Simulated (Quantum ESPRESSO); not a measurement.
A self-consistent single point of Cl (Cmce, 4 atoms in the cell) with Quantum ESPRESSO.

Computed with rVV10, PseudoDojo standard norm-conserving (PBE) pseudopotentials (plane waves; Quantum ESPRESSO).

```
Cl
1.0
    2.27830    -3.17335     0.00000
    2.27830     3.17335     0.00000
    0.00000     0.00000     8.40125
Cl
4
Cartesian
  3.99615   0.00000   7.53592
  2.83877   0.00000   3.33529
  1.71784   0.00000   5.06595
  0.56046   0.00000   0.86533
```

Reference input (self-consistent single point, DFT, PBE, plane waves, PseudoDojo standard norm-conserving (PBE) pseudopotentials): ecutwfc = 60 Ry; occupations = smearing; smearing = gaussian; degauss = 0.000734986 Ry; potentials = {Cl: Cl.upf}; K_POINTS = automatic 7 7 3 0 0 0; conv_thr = 1e-10 Ry; mixing_beta = 0.7. This run's input differs from it in these lines:

```diff
@@ -16,2 +16,3 @@
    degauss = 0.000734986,
+   input_dft = 'rvv10',
 /
```

The program printed (abridged):

```
     Self-consistent Calculation

     iteration #  1     ecut=    60.00 Ry     beta= 0.70

     Threshold (ethr) on eigenvalues was too large:
     Diagonalizing with lowered threshold

     total energy              =    -131.37150387 Ry
     estimated scf accuracy    <       0.11423615 Ry

     iteration #  2     ecut=    60.00 Ry     beta= 0.70

     total energy              =    -131.38224164 Ry
     estimated scf accuracy    <       0.00682954 Ry

     iteration #  3     ecut=    60.00 Ry     beta= 0.70

     total energy              =    -131.38373561 Ry
     estimated scf accuracy    <       0.00102491 Ry

   [... 4 blocks of this kind left out ...]

     iteration #  8     ecut=    60.00 Ry     beta= 0.70

     total energy              =    -131.38395150 Ry
     estimated scf accuracy    <          1.4E-09 Ry

     iteration #  9     ecut=    60.00 Ry     beta= 0.70
     End of self-consistent calculation

     the Fermi energy is     1.2586 ev

!    total energy              =    -131.38395150 Ry
     estimated scf accuracy    <          7.2E-12 Ry
     smearing contrib. (-TS)   =      -0.00000000 Ry
     internal energy E=F+TS    =    -131.38395150 Ry

     convergence has been achieved in   9 iterations

     Forces acting on atoms (cartesian axes, Ry/au):

     atom    1 type  1   force =     0.00480843    0.00000000    0.00362558
     atom    2 type  1   force =    -0.00480843   -0.00000000    0.00362558
     atom    3 type  1   force =     0.00480843   -0.00000000   -0.00362558
     atom    4 type  1   force =    -0.00480843    0.00000000   -0.00362558

     Total force =     0.012044     Total SCF correction =     0.000009

          total   stress  (Ry/bohr**3)                   (kbar)     P=      -17.47
  -0.00013345   0.00000000   0.00000000          -19.63        0.00        0.00
   0.00000000  -0.00005266   0.00000000            0.00       -7.75        0.00
   0.00000000   0.00000000  -0.00017026            0.00        0.00      -25.05

   JOB DONE.
```

The run converged in 9 iterations. Against the reference run the pressure goes from -0.97 to -1.75 GPa, the largest force goes from 0.665 to 0.155 eV/Å and the gap on the mesh goes from 2.195 to 2.181 eV.

The starting cell has typed, rounded lattice constants, without a prior relaxation at this level. Its lattice was rescaled by a random factor within 2.5 % of one.

Cost on one core of a shared machine: roughly 80 s.
